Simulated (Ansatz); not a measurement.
Given:

```yaml
crystal:
  lattice:
    - [4.05232, 0.00000, 0.00000]
    - [0.00000, 4.05232, 0.00000]
    - [0.00000, 0.00000, 4.05232]
  atoms:
    - { symbol: K, position: [0.00000, 0.00000, 0.00000] }
    - { symbol: Zn, position: [0.50000, 0.50000, 0.50000] }
    - { symbol: F, position: [0.00000, 0.50000, 0.50000] }
    - { symbol: F, position: [0.50000, 0.00000, 0.50000] }
    - { symbol: F, position: [0.50000, 0.50000, 0.00000] }
```

Method: PBEsol, rigid bands (plane waves, PAW, scalar-relativistic; Ansatz, a first-principles code). How the cell was made: cell and atoms relaxed with PBEsol.

Q: What conductivity effective mass do dilute holes have at 300 K?

A: 1.27 mₑ.

Q: Predict the electron conductivity mass (n e² τ/σ) at 300 K, by direction if it differs.

A: 0.45 mₑ.

Q: And the band gap?

A: 3.71 eV at this level; semilocal functionals usually fall short of the measured gap.

Rigid bands, one relaxation time for all states, no polarons. Spin-orbit coupling is left out; where it splits the top of the valence band it changes the hole mass and lowers the gap by about a third of the splitting.

Formula and space group known from diffraction (Crystallography Open Database), not checked to be the room-temperature form: KZnF3 (Pm-3m).
